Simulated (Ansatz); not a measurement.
A 32-atom cell of (Si,Sn) started in the diamond structure, site fractions Si 0.500, Sn 0.500, short-range order +0.38 among the nearest mixed sites of the first mixed sublattice (0 is random, a negative value favours unlike neighbours), space group P1 at the end. The mixed sublattice has 32 sites.

The mixing enthalpy is taken against the end members in the diamond type, relaxed in the same cell and mesh.

Levels used, each named beside its values: PBE (plane waves to 420 eV, PAW; Ansatz, a program for electronic structure); PBE with spin-orbit coupling (plane waves to 420 eV, PAW; Ansatz). Geometries and values that name no level are of the first. Values not marked SOC have no spin–orbit coupling. Its k-point mesh 3×3×3, Fermi–Dirac width 0.01 eV.

| cell | energy at zero smearing (eV) |
|---|---|
| Si | -20345.921 |
| Sn | -192774.776 |
| SnSi | -106555.546 |

Task: Work out the mixing enthalpy per mixed site and the interaction parameter Ω of a regular solution.

Result: With x = 16/32 of the second end member, ΔH = [-106555.546 − 16/32 × (-20345.921) − 16/32 × (-192774.776)] / 32 = 150.1 meV against the separate end members. Ω = ΔH / x(1 − x) = 600 meV.
